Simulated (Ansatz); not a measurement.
Input and output of a self-consistent single point for AlW2 (P6_3/mmc, 12 atoms in the cell) (Ansatz, a quantum-chemistry and plane-wave program).

Computed with PBE, PAW files at level accurate (plane waves; Ansatz).

```yaml
crystal:
  lattice:
    - [5.44583, 0.00000, 0.00000]
    - [-2.72292, 4.71623, 0.00000]
    - [0.00000, 0.00000, 8.93146]
  atoms:
    - { symbol: Al, position: [0.33333, 0.66667, 0.06286] }
    - { symbol: Al, position: [0.66667, 0.33333, 0.56286] }
    - { symbol: Al, position: [0.66667, 0.33333, 0.93714] }
    - { symbol: Al, position: [0.33333, 0.66667, 0.43714] }
    - { symbol: W, position: [0.00000, 0.00000, 0.00000] }
    - { symbol: W, position: [0.00000, 0.00000, 0.50000] }
    - { symbol: W, position: [0.83049, 0.16951, 0.25000] }
    - { symbol: W, position: [0.66097, 0.83049, 0.75000] }
    - { symbol: W, position: [0.83049, 0.66097, 0.25000] }
    - { symbol: W, position: [0.16951, 0.83049, 0.75000] }
    - { symbol: W, position: [0.33903, 0.16951, 0.25000] }
    - { symbol: W, position: [0.16951, 0.33903, 0.75000] }
```

Reference input (self-consistent single point, DFT, PBE, plane waves, default PAW files): kpoints.mp_grid.grid = 5 5 3; hamiltonian.xc = pbe; hamiltonian.pseudopotentials = {kind: paw} (the program's default PAW files); scf.occupations.method = methfessel_paxton; scf.occupations.width = 0.02 Ry. This run's input differs from it in these lines:

Ansatz 0.2 input:
```diff
@@ -22,3 +22,3 @@
   xc: pbe
-  pseudopotentials: { kind: paw }
+  pseudopotentials: { kind: paw, level: accurate }
 scf:
```

Output, abridged:

```
SCF iter   1: F=—  HF=-152771.524271 eV  |F-HF|=—  |Δ(HF+E_count)|=         —  Δρ=7.30e-2  dr2=1.41e1  ethr=3.10e-3  ⟨swp⟩=5.8  Hψ=5891  notcnv=0
all-band conjugate gradients solve this SCF's bands
preconditioner: auto → Kerker (q_TF=auto, 2.800 Å⁻¹)
SCF iter   2: F=—  HF=-152768.562758 eV  |F-HF|=—  |Δ(HF+E_count)|=    2.96e0  S|Δr|=    0.00e0  Δρ=4.11e-2  dr2=4.24e0  ethr=3.10e-3  ⟨swp⟩=2.5  Hψ=2727  notcnv=0  defer=158
   [... lines left out ...]
SCF iter   8: F=—  HF=-152767.380133 eV  |F-HF|=—  |Δ(HF+E_count)|=   6.71e-4  S|Δr|=    0.00e0  Δρ=3.25e-5  dr2=1.73e-6  ethr=2.72e-9  ⟨swp⟩=2.5  Hψ=2832  notcnv=0  defer=149
SCF iter   9: F=—  HF=-152767.380131 eV  |F-HF|=—  |Δ(HF+E_count)|=   1.19e-6  S|Δr|=    0.00e0  Δρ=9.66e-6  dr2=1.70e-7  ethr=6.45e-10  ⟨swp⟩=2.0  Hψ=2759  notcnv=0  defer=149
SCF iter  10: F=-152767.380131 eV  HF=-152767.380131 eV  |F-HF|=4.95e-9  |Δ(HF+E_count)|=   2.30e-8  S|Δr|=    0.00e0  Δρ=2.24e-6  dr2=1.24e-8  ethr=3.73e-11  ⟨swp⟩=13.2  Hψ=8495  notcnv=0
SCF 1 converged in 10 iterations: F = -152767.380131 eV  dr2 = 1.24e-8
Stability not checked (fill_not_monotonic)
Free energy (F): -152767.380131 eV
Internal energy: -152767.397829 eV  (E = F + TS)
E sigma→0 (E₀):  -152767.384556 eV
Entropy (-TS):   0.017698 eV (1.475 meV/atom)
Fermi energy:    17.458611 eV
--- Forces (eV/Å), atoms counted from 1 ---
  atom   1  Al     0.00000000     0.00000000     0.00233554
  atom   2  Al    -0.00000000    -0.00000000     0.00233554
  atom   3  Al    -0.00000000    -0.00000000    -0.00233554
  atom   4  Al     0.00000000     0.00000000    -0.00233554
   [... lines left out ...]
  atom  12  W      0.00000001     0.13952521     0.00000000
--- Stress (GPa, compression-positive) ---
      -14.332372       0.000000       0.000000
        0.000000     -14.332372       0.000000
        0.000000       0.000000     -16.286017
  P = ⅓ Tr σ = -14.9836 GPa (-149.836 kbar)
  The stress holds the Pulay correction. Without it, at fixed plane waves, as pw.x and ABINIT print it: P = -14.9954 GPa
```

The run converged in 10 iterations. Against the reference run the pressure goes from -15.09 to -14.98 GPa and the largest force goes from 0.135 to 0.140 eV/Å. The full log also holds: “WARN basis.ecutwfc = 1050 eV, the default”.

The starting cell was generated: these elements placed on a structure prototype, without a prior relaxation; it need not be a known phase or ordering of this composition. Spin polarisation is off. With a pressure of about -15 GPa the cell is away from its equilibrium volume at this level. Ansatz's pressure includes its estimate of the finite-basis (Pulay) stress.

Cost on one core of a shared machine: roughly 40 s.
